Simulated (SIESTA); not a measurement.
A working SIESTA input for Ca2CrWO6 (P-1, 20 atoms in the cell) (DFT, GGA PBEsol, numerical atomic orbitals DZP, PseudoDojo PBEsol standard norm-conserving potentials (rewritten from UPF to PSML)):

```
# files in the folder: Ca.psml Cr.psml W.psml O.psml (PseudoDojo PBEsol standard)
SystemName  Ca2CrWO6
SystemLabel siesta

NumberOfAtoms                20
NumberOfSpecies              4
%block ChemicalSpeciesLabel
  1 20 Ca
  2 24 Cr
  3 74 W
  4 8 O
%endblock ChemicalSpeciesLabel
LatticeConstant              1.0 Ang
%block LatticeVectors
     5.601598000    0.000000000    0.000000000
    -0.038286000    5.603017000    0.000000000
    -0.032407000   -0.099642000    7.978586000
%endblock LatticeVectors
AtomicCoordinatesFormat      ScaledCartesian
%block AtomicCoordinatesAndAtomicSpecies
     0.015520774    2.775234138    6.042981036  1
     5.515384226    2.728140862    1.935604964  1
     2.850774317    0.022530124    2.054326323  1
     2.680130683    5.480844876    5.924259677  1
     2.765452500    2.751687500    3.989293000  2
     0.000000000    0.000000000    0.000000000  2
    -0.016203500   -0.049821000    3.989293000  3
     2.781656000    2.801508500    0.000000000  3
     3.884913020    1.028338312    7.589789504  4
     1.645991980    4.475036688    0.388796496  4
     1.078888934    3.876498237    3.603049652  4
     4.452016066    1.626876763    4.375536348  4
     0.209203062    5.208020038    5.983700142  4
     5.321701938    0.295354962    1.994885858  4
     3.046527430    2.455768250    1.994726286  4
     2.484377570    3.047606750    5.983859714  4
     1.103603664    1.721284151    0.005983940  4
     4.427301336    3.782090849    7.972602060  4
     3.867261060    4.472963680    3.995915226  4
     1.663643940    1.030411320    3.982670774  4
%endblock AtomicCoordinatesAndAtomicSpecies

XC.functional                GGA
XC.authors                   PBEsol
PAO.BasisSize                DZP
PAO.EnergyShift              0.005 Ry
MeshCutoff                   350 Ry
%block kgrid.MonkhorstPack
    3   0   0  0.0
    0   3   0  0.0
    0   0   2  0.0
%endblock kgrid.MonkhorstPack
OccupationFunction           FD
ElectronicTemperature        580.23 K
Spin                         polarized
%block DM.InitSpin
  1 +0.00
  2 +0.00
  3 +0.00
  4 +0.00
  5 +3.00
  6 +3.00
  7 +1.00
  8 +1.00
  9 +0.00
  10 +0.00
  11 +0.00
  12 +0.00
  13 +0.00
  14 +0.00
  15 +0.00
  16 +0.00
  17 +0.00
  18 +0.00
  19 +0.00
  20 +0.00
%endblock DM.InitSpin

MaxSCFIterations             150
SCF.Mixer.Method             Broyden
SCF.Mixer.Weight             0.1
SCF.Mixer.History            8
SCF.DM.Tolerance             1.0E-04
Diag.ParallelOverK           true
WriteForces                  true
Charge.Mulliken              end
```

The run converged in 30 iterations: free energy E − TS -18565.2409 eV; Fermi level (on the code's own zero) -4.65 eV; pressure -13.37 GPa; largest force (vector length) 1.245 eV/Å; size of the cell's spin moment 5.57 μB. Each of these slips is then made, one at a time:

(1)
```diff
-# files in the folder: Ca.psml Cr.psml W.psml O.psml (PseudoDojo PBEsol standard)
+# files in the folder: Ca.psml W.psml O.psml (PseudoDojo PBEsol standard)
```

(2)
```diff
-SCF.DM.Tolerance             1.0E-04
+SCF.DM.Tolerance             1.0E-01
+SCF.H.Tolerance              1.0 eV
```

### Question
How does each altered input end?

### Answer

(1) A potential or basis that cannot be found. The program stopped before any SCF iteration.

(2) A convergence threshold that is too loose. The run converged in 11 iterations without an error; against the sound input the free energy rises by 1.9 meV/atom, the pressure goes from -13.37 to -13.24 GPa, the largest force goes from 1.245 to 1.205 eV/Å and the size of the net moment hardly changes (0.28 to 0.30 μB/atom).

The starting cell comes from a database of computed structures (which also holds hypothetical and non-ambient phases and stackings), without a prior relaxation at this level. Its lattice was rescaled by a random factor within 2.5 % of one. The magnetic order is the one reached from the typed start; others were not searched systematically. Values carry the incompleteness of an atom-centred basis. In the base run, with a pressure of about -13 GPa the cell is away from its equilibrium volume at this level. In the base run, forces exceed 1 eV/Å. Without a gap this mesh is coarse (it stands for a supercell whose shortest vector is 16 Å).

Left out of this page: 3 runs of the series outside the window shown, repeating another row's setting, or not comparable.
